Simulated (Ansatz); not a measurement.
Start from Si in the diamond structure (space group Fd-3m, No. 227; a = 5.434 Å). Axes: x, y, z lie along the cube axes.

Level of theory: PBEsol (Ansatz, a quantum-chemistry and plane-wave program; PAW; 420 eV plane waves; no spin-orbit coupling).

For the base:

| Quantity | Result |
|---|---|
| Valley order | a point along ⟨100⟩, about 1.0 Å⁻¹ from Γ 0.47 eV; L along ⟨111⟩ 1.46 eV |
| Shortest interatomic distance | 2.353 Å |

One thing is altered: compressive biaxial strain of 2.62 % in the plane normal to [001], as in epitaxy on a mismatched substrate; the out-of-plane cell vector and the atoms relax.

Q: Estimate the effect on the in-plane stress, valley order, out-of-plane strain and shortest interatomic distance.

A: The mean in-plane stress (compression positive) comes out as +4.8 GPa; the valley order (the lowest conduction-band minima on the path, energy above the VBM, named in the base's zone) becomes a point along [100], about 1.0 Å⁻¹ from Γ 0.15 eV; a point along [001], about 1.0 Å⁻¹ from Γ 0.57 eV; L along [1-1-1] 1.35 eV (base: a point along ⟨100⟩, about 1.0 Å⁻¹ from Γ 0.47 eV; L along ⟨111⟩ 1.46 eV); the out-of-plane strain comes out as +2.07 %; the shortest interatomic distance drops by 0.024 Å, from 2.353 Å to 2.329 Å.

The levels and masses belong to the bands next to the band gap. Stability against distortions was not tested.
